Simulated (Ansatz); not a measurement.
The structure below was relaxed with r2SCAN+rVV10, PAW, 500 eV (Ansatz, a program for electronic structure; no spin-orbit coupling).

Space group P6₃/mmc (No. 194); a = 2.9081 Å, b = 2.9081 Å, c = 11.6580 Å, α = 90.00°, β = 90.00°, γ = 120.00°

```
atom  site  symmetry       x       y       z
----  ----  --------  ------  ------  ------
Mo      2d      -6m2  0.6667  0.3333  0.2500
Si      4f       3m.  0.3333  0.6667  0.0813
```

Task: Write out a cell with all atoms.

Result: 
```xyz
6
Lattice="2.9081 0.0000 0.0000 -1.4540 2.5185 0.0000 0.0000 0.0000 11.6580" Properties=species:S:1:pos:R:3 pbc="T T T"
Mo     0.0000     1.6790     8.7435
Mo     1.4540     0.8395     2.9145
Si     0.0000     1.6790     0.9480
Si     1.4540     0.8395     6.7770
Si     1.4540     0.8395    10.7100
Si     0.0000     1.6790     4.8810
```
This is the conventional cell.

Stability against distortions was not tested. All final runs are without spin polarisation. The cell was made from MoTe2 by this change: Te → Si; the result is a hypothetical phase, not in the database extracts checked. MoSi2 has a high density of states at the Fermi level and may be magnetic at this level.
